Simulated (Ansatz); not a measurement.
An input for Ansatz (PBE) and the part of its output that reports the quasi-harmonic study. Lengths are of the primitive cell. Dynamical quadrupoles are not included in the interpolation of the phonons between the solved wave vectors.

Ansatz 0.2 input:
```yaml
crystal:
  lattice:
    - [0.0, 3.7310390386, 3.7310390386]
    - [3.7310390386, 0.0, 3.7310390386]
    - [3.7310390386, 3.7310390386, 0.0]
  atoms:
    - { symbol: K, position: [0.75, 0.75, 0.75] }
    - { symbol: K, position: [0.25, 0.25, 0.25] }
    - { symbol: S, position: [0.0, 0.0, 0.0] }
kpoints:
  mp_grid: { grid: [6, 6, 6] }
hamiltonian:
  xc: pbe
  pseudopotentials: { kind: paw }
scf:
  occupations: { method: fixed }
phonons:
  method: dfpt
  qmesh: [3, 3, 3]
  temperatures: { t_max: 1000, t_step: 25 }
  thermal_expansion: {}
checkpoint:
  write: run
```

```
--- Thermal expansion: 13 cells in 3 rounds, 0 GPa ---
  no lower state was reached at cell 4
  without vibrations: a 5.27703, b 5.27703, c 5.27703 Å, V 103.9089 Å³, B 18.27 GPa
  at 0 K: a 5.29157, b 5.29157, c 5.29157 Å, V 104.7701 Å³, B 17.84 GPa
  zero-point expansion: a +0.276, b +0.276, c +0.276, V +0.829 %
      T/K        a/Å        b/Å        c/Å       V/Å³ | expansion of a, b, c, V (1e-6/K)   | that of V in the mean from 25 °C | C_P, C_V (J/mol K of the cell) | B_T, B_S (GPa)
     0.00    5.29157    5.29157    5.29157   104.7701 |    0.00    0.00    0.00    0.00 |   73.90 |     0.000     0.000 |    17.84    17.84
   100.00    5.29801    5.29801    5.29801   105.1533 |   24.77   24.77   24.77   74.31 |   93.14 |    58.968    58.361 |    17.35    17.54
   200.00    5.31342    5.31342    5.31342   106.0735 |   31.89   31.89   31.89   95.68 |  100.52 |    72.089    70.160 |    16.49    16.95
   298.15    5.33101    5.33101    5.33101   107.1305 |   35.31   35.31   35.31  105.92 |       - |    76.089    72.724 |    15.59    16.32
   375.00    5.34599    5.34599    5.34599   108.0364 |   37.75   37.75   37.75  113.26 |  110.03 |    78.166    73.518 |    14.85    15.79
   475.00    5.36713    5.36713    5.36713   109.3232 |   41.28   41.28   41.28  123.85 |  115.73 |    80.663    74.034 |    13.82    15.06
   575.00    5.39047    5.39047    5.39047   110.7552 |   45.66   45.66   45.66  136.99 |  122.21 |    83.443    74.304 |    12.70    14.26
  the static fit leaves 0.000 meV an atom of the energies and, of the stresses, 0.000 GPa of each cell's largest along a strain (root mean squares over the cells), whose Pulay part it has at -0.001 GPa
  vibrations' free energy: its fit leaves 0.0010 meV an atom at the most
  the electrons' free energy at temperature is not in it: every band gap is over 1.03 eV
  free energies summed between the sampled wave vectors
  estimated error of the fitted expansion in any direction: up to 55.957e-6/K, at 1000 K (an estimate, not a bound: it was exceeded on models of known expansion)
  by sums over the sampled wave vectors an expansion of the volume parts by up to 16.63e-6/K
  by a static energy of one degree less an expansion of the volume parts by up to 13.60e-6/K
  the FFT grids of the static calculations differ: 40 × 40 × 40, 45 × 45 × 45
  band gaps on the cells' k-points are 1.905 to 2.397 eV
```

Warnings of the run: phonon_interpolation_lacks_quadrupole_term, thermal_expansion_settings.

Cost: around 40 core-minutes (rough).

No phase change or melting is allowed for: the numbers belong to this structure as given.

Ansatz is a program for electronic structure.
